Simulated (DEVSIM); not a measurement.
Device: Al/AlN/SiO2/n-Si capacitor, at 300 K.

```
layer (left to right)  material  thickness (nm)  Nd (cm⁻³)
---------------------  --------  --------------  ---------
1                           AlN            27.0          -
2                          SiO2           0.750          -
3                            Si           10000     3.3e15
```

Metal gate on the left, work function 4.1 eV. Fixed charge at the semiconductor interface 7.3e10 cm⁻² (in units of +e); no interface traps.

The device is made up for the run: typed textbook-type constants, with dimensions and the other settings drawn at random. Values at 300 K.

```
parameter      AlN  SiO2       Si
-------------  ---  ----  -------
gap (eV)       6.1     9    1.124
affinity (eV)  1.9   0.9     4.05
permittivity   8.5   3.9     11.7
Nc (cm⁻³)        -     -  2.86e19
Nv (cm⁻³)        -     -   3.1e19
```

Model (solved in DEVSIM): 1D Poisson equation in equilibrium, Boltzmann statistics, complete ionisation; no quantum confinement or tunnelling. Metal contacts follow the ideal Schottky-Mott rule: no Fermi-level pinning, no interface dipoles.

The AlN thickness was swept, all else fixed.

| AlN thickness (μm) | capacitance of the dielectric stack (μF/cm²) | flat-band voltage (V) | minimum of the low-frequency capacitance (μF/cm²) | threshold voltage (band bending 2φF) (V) |
|---|---|---|---|---|
| 0.011 | 0.596 | -0.20 | 0.0224 | -0.90 |
| 0.015 | 0.452 | -0.21 | 0.0223 | -0.92 |
| 0.019 | 0.365 | -0.22 | 0.0223 | -0.94 |
| 0.023 | 0.306 | -0.22 | 0.0223 | … |
| 0.027 | 0.263 | -0.23 | 0.0215 | -0.98 |
| 0.032 | 0.224 | -0.24 | 0.0211 | -1.01 |

Problem. Fill in the missing entries.

Solution. 
- 0.023, threshold voltage (band bending 2φF) (V): -0.96
